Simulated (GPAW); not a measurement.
Input and output of a self-consistent single point for NaAsF₆ (Fm-3m, 8 atoms in the cell) (GPAW).

Method: PBEsol, GPAW PAW datasets PBEsol (made by gpaw-setup) (plane waves; GPAW).

The change in words: lattice scaled by 0.98. Reference geometry:
```
CELL_PARAMETERS angstrom
      0.00000     3.96592     3.96592
      3.96592     0.00000     3.96592
      3.96592     3.96592     0.00000
ATOMIC_POSITIONS crystal
  Na 0.50000 0.50000 0.50000
  As 0.00000 0.00000 0.00000
  F  0.78163 0.78163 0.21837
  F  0.21837 0.21837 0.78163
  F  0.21837 0.78163 0.78163
  F  0.78163 0.21837 0.21837
  F  0.78163 0.21837 0.78163
  F  0.21837 0.78163 0.21837
```

Reference input (self-consistent single point, DFT PBEsol, plane waves, GPAW PAW datasets PBEsol (made by gpaw-setup)): mode = pw; ecut = 900 eV; xc = PBEsol; kpts = 4 4 4; mesh shift (steps) = 0 0 0; occupations.name = fermi-dirac; occupations.width = 0 eV; nbands = -4; convergence.bands = -2; symmetry.symmorphic = false; symmetry.tolerance = 0.0005; maxiter = 120. This run's input differs from it in these lines:

```diff
@@ -5,5 +5,5 @@
 atoms = Atoms(['Na', 'As', 'F', 'F', 'F', 'F', 'F', 'F'],
-              cell=[[0.000000, 3.965923, 3.965923],
-                    [3.965923, 0.000000, 3.965923],
-                    [3.965923, 3.965923, 0.000000]],
+              cell=[[0.000000, 3.886605, 3.886605],
+                    [3.886605, 0.000000, 3.886605],
+                    [3.886605, 3.886605, 0.000000]],
               scaled_positions=[[0.500000, 0.500000, 0.500000],
```

Output (repeated stretches shortened):

```
     iter     time        total  log10-change:
                         energy   eigst   dens
iter:   1 --:--:--   -40.370602   -0.01
iter:   2 --:--:--   -39.491831   -1.11  -1.09
iter:   3 --:--:--   -36.745028   +0.01  -1.14
iter:   4 --:--:--   -36.874389   -0.69  -1.50
iter:   5 --:--:--   -37.420568   -0.23  -1.60
   [... 4 lines left out ...]
iter:  10 --:--:--   -37.069881   -2.18  -1.77
iter:  11 --:--:--   -36.765360   -1.20  -1.71
iter:  12 --:--:--   -36.734707   -1.48  -2.15
iter:  13 --:--:--   -36.735377   -3.22  -3.52
iter:  14 --:--:--   -36.735401c  -4.64  -3.63
iter:  15 --:--:--   -36.735984c  -3.45  -3.70
   [... lines left out ...]
iter:  21 --:--:--   -36.735405c  -3.92  -3.07
iter:  22 --:--:--   -36.735388c  -4.63  -3.65
iter:  23 --:--:--   -36.735390c  -6.23  -4.11c
iter:  24 --:--:--   -36.735395c  -5.25  -4.14c
iter:  25 --:--:--   -36.735392c  -5.20  -4.09c
iter:  26 --:--:--   -36.735389c  -6.62  -4.09c
iter:  27 --:--:--   -36.735389c  -6.12  -4.32c
iter:  28 --:--:--   -36.735391c  -5.63  -4.44c
iter:  29 --:--:--   -36.735390c  -5.43  -4.15c
iter:  30 --:--:--   -36.735388c  -6.40  -4.40c
iter:  31 --:--:--   -36.735389c  -6.29  -4.58c
iter:  32 --:--:--   -36.735388c  -6.41  -4.40c
iter:  33 --:--:--   -36.735388c  -7.84c -4.75c
Converged after 33 iterations.

Dipole moment: (0.000000, 0.000000, 0.000000) |e|*Ang

Energy contributions relative to reference atoms: (reference = -82103.504470)

Kinetic:        +79.560454
Potential:      -68.684200
External:        +0.000000
XC:             -47.868622
Entropy (-ST):   +0.000000
Local:           +0.256979
SIC:             +0.000000
--------------------------
Free energy:    -36.735388
Extrapolated:   -36.735388

Showing only first 2 kpts
 Kpt  Band  Eigenvalues  Occupancy
  0    25     -2.80744    2.00000
  0    26     -2.80744    2.00000
  0    27      3.54899    0.00000
  0    28      7.10302    0.00000

  1    25     -2.97639    2.00000
  1    26     -2.80918    2.00000
  1    27      4.19383    0.00000
  1    28      7.42084    0.00000

Fermi level: 0.37077

Gap: 6.356 eV
Transition (v -> c):
   [... lines left out ...]
  2 F     0.00000    0.00000   -1.92216
  3 F    -0.00000   -0.00000    1.92216
  4 F    -1.92216    0.00000    0.00000
  5 F     1.92216   -0.00000   -0.00000
  6 F     0.00000   -1.92216    0.00000
  7 F     0.00000    1.92216   -0.00000

Stress tensor:
    -0.065472    -0.000000    -0.000000
    -0.000000    -0.065472     0.000000
    -0.000000     0.000000    -0.065472
Stress (GPa, Voigt): [-10.4897 -10.4897 -10.4897   0.      -0.      -0.    ]
```

The run converged in 33 iterations. GPAW prints stress with tension positive. Against the reference run the free energy goes up by 47.4 meV/atom, the largest force goes from 0.715 to 1.922 eV/Å and the gap on the mesh goes from 5.654 to 6.356 eV.

At such cutoffs GPAW's stress carries a finite-basis (Pulay) error, which enters relaxed cells too; its log prints stress with tension positive.

The starting cell comes from a database of computed structures (which also holds hypothetical and non-ambient phases and stackings), without a prior relaxation at this level. Its lattice was rescaled by a random factor within 2.5 % of one. For this run, on top of that: lattice scaled by 0.98. Forces in this geometry exceed 1 eV/Å.

Cost on one core of a shared machine: roughly 2 min.
